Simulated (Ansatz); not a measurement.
**B2O3 (model structure, started from the corundum type, R-3c, No. 167, 10 atoms in the cell): properties by level of theory**

```json
[
 {"level (code)": "PBE (Ansatz)", "equilibrium lattice constant a (Å)": "4.408", "c axis length (Å)": "22.773", "cohesive energy (eV/atom)": "6.73"},
 {"level (code)": "PBE-D3(BJ) (Ansatz)", "equilibrium lattice constant a (Å)": "4.385", "c axis length (Å)": "18.917", "cohesive energy (eV/atom)": "6.81"},
 {"level (code)": "r²SCAN (Ansatz)", "equilibrium lattice constant a (Å)": "4.363", "c axis length (Å)": "18.543", "cohesive energy (eV/atom)": "6.69"},
 {"level (code)": "r²SCAN+rVV10 (Ansatz)", "equilibrium lattice constant a (Å)": "4.350", "c axis length (Å)": "17.661", "cohesive energy (eV/atom)": "6.76"}
]
```

Ansatz's density-functional and Hartree–Fock values are scalar-relativistic unless marked +SOC, with PAW data made under PBE.

Free atoms are spin-polarised, in the lowest state found; at levels without +SOC their spin–orbit coupling is left out.

Static lattice: no zero-point or thermal effects.

A model structure was made by putting elements into a prototype or built by hand; it is no filed structure, need not be a known phase, and can be a saddle point held by its symmetry.

Ansatz is a quantum-chemistry and plane-wave program.
